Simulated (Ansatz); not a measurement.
The parent structure is Sr3SnO in the anti-perovskite structure (space group Pm-3m, No. 221).

```
Sr3SnO
1.0
    5.09191     0.00000     0.00000
    0.00000     5.09191     0.00000
    0.00000     0.00000     5.09191
Sr Sn O
3 1 1
Cartesian
  2.54596   0.00000   2.54596
  0.00000   2.54596   2.54596
  2.54596   2.54596   0.00000
  0.00000   0.00000   0.00000
  2.54596   2.54596   2.54596
```

Level of theory: PBEsol, PAW, 420 eV (Ansatz, an electronic-structure program; no SOC).

Before the change:

| Quantity | Result |
|---|---|
| Pressure | 0.0 GPa |

Now apply this change: an isotropic linear strain of −0.55 %; the atoms relax in the strained cell.

Task: What happens to the pressure and energy relative to the base?

Result: The pressure goes from zero to 0.8 GPa; the energy rises by 1.1 meV/atom.

Whether these cells are dynamically stable was not tested. The final runs are not spin-polarised.
